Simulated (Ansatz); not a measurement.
## Hypothetical fluorite ZrSe2, pressure series

The reference is ZrSe₂ in the fluorite structure (space group Fm-3m, No. 225; a = 6.597 Å; a hypothetical phase, not in the database extracts checked).

Cell and atoms are relaxed at each pressure.

Computed with PBE (Ansatz, an electronic-structure program; PAW; 420 eV plane waves; no spin-orbit coupling), earlier PAW set.

Notes on the quantities. enthalpy: H = E + PV relative to the base's energy.

| variant | enthalpy | shortest interatomic distance | density |
|---|---|---|---|
| base | – | 2.857 Å | 5.76 g/cm³ |
| pressure −2 GPa | -0.30 eV/atom | 2.881 Å | 5.62 g/cm³ |
| pressure −1 GPa | -0.15 eV/atom | 2.868 Å | 5.70 g/cm³ |
| pressure 3 GPa | +0.44 eV/atom | ? | ? |
| pressure 7 GPa | +1.01 eV/atom | 2.789 Å | 6.19 g/cm³ |
| pressure 15 GPa | +2.08 eV/atom | 2.730 Å | 6.60 g/cm³ |
| pressure 30 GPa | +3.95 eV/atom | 2.649 Å | 7.23 g/cm³ |
| pressure 50 GPa | +6.22 eV/atom | 2.571 Å | 7.90 g/cm³ |
| pressure 75 GPa | +8.83 eV/atom | 2.498 Å | 8.62 g/cm³ |
| pressure 100 GPa | +11.23 eV/atom | 2.441 Å | 9.23 g/cm³ |

What belongs in the blanks?


- pressure 3 GPa, shortest interatomic distance: 2.825 Å
- pressure 3 GPa, density: 5.96 g/cm³

Load acts through the strain it causes; cell and atoms are relaxed under it. No phonon test of stability was made. No other phases were tried under pressure. All final runs are without spin polarisation. ZrSe2 has a high density of states at the Fermi level and may be magnetic at this level.
